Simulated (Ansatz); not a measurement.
HfSiO₄ (I4₁/amd, No. 141, 12 atoms in the cell; start COD 9000852), treated with PBE (Ansatz, an electronic-structure program, PAW).

Numerical settings: plane-wave cutoff 520 eV, 8×8×8 k mesh, Fermi–Dirac smearing 0.01 eV, scalar-relativistic PAW data made under PBE.

Cell (relaxed at this level):

```
HfO4Si
1.0
   -3.32292     3.32292     3.00695
    3.32292    -3.32292     3.00695
    3.32292     3.32292    -3.00695
Hf Si O
2 2 8
Direct
  0.00000   0.00000   0.00000
  0.75000   0.25000   0.50000
  0.50000   0.50000   0.00000
  0.25000   0.75000   0.50000
  0.68109   0.49690   0.81581
  0.24690   0.93109   0.31581
  0.68109   0.86528   0.18419
  0.61528   0.93109   0.68419
  0.06891   0.38472   0.31581
  0.50310   0.31891   0.18419
  0.06891   0.75310   0.68419
  0.13472   0.31891   0.81581
```

Question: Give the computed bulk modulus.

Answer: 
- bulk modulus: 210 GPa

Note: the bulk modulus is −V dP/dV from two relaxed cells at ±2 % in volume; the relaxation could not lower the start's symmetry, so the cell can be a saddle point above a distorted one.

Spin–orbit coupling is not included.

Static lattice: no zero-point or thermal effects.

The result took around 4 core-minutes (rough).
